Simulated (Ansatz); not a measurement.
Start from Fe in the bcc (W type) structure (space group Im-3m, No. 229; a = 2.865 Å; ferromagnetic). Axes: x, y, z lie along the cube axes.

All numbers come from r2SCAN (Ansatz, a first-principles code), scalar-relativistic without spin-orbit coupling.

Base values:

The largest site moment comes out as 2.79 μB.

One thing is altered: a free-standing slab of 5 layers (5 atoms, 1 a layer) is cut normal to [110], with 15 Å of vacuum and the in-plane cell held at bulk.

Task: Predict the new excess energy per area of both faces.

Result: The excess energy per area of both faces (slab less bulk energy over the cell's area: twice a surface energy) comes out as 5.1 J/m² (uncertain by up to 0.1 J/m²).

Task: What happens to the largest site moment?

Result: The largest site moment grows by 0.15 μB (2.79 μB → 2.94 μB).

Task: How does this affect the change of the spacing d23 from its bulk value of 2.026 Å?

Result: The change of the spacing d23 from its bulk value of 2.026 Å comes out as -0.3 %.

The magnetic state is the one reached from the starting moments; the real material's order can differ, and small cells can't hold many antiferromagnetic ones. The excess energy carries the mismatch between the slab's and the bulk's meshes. No phonon test of stability was made.
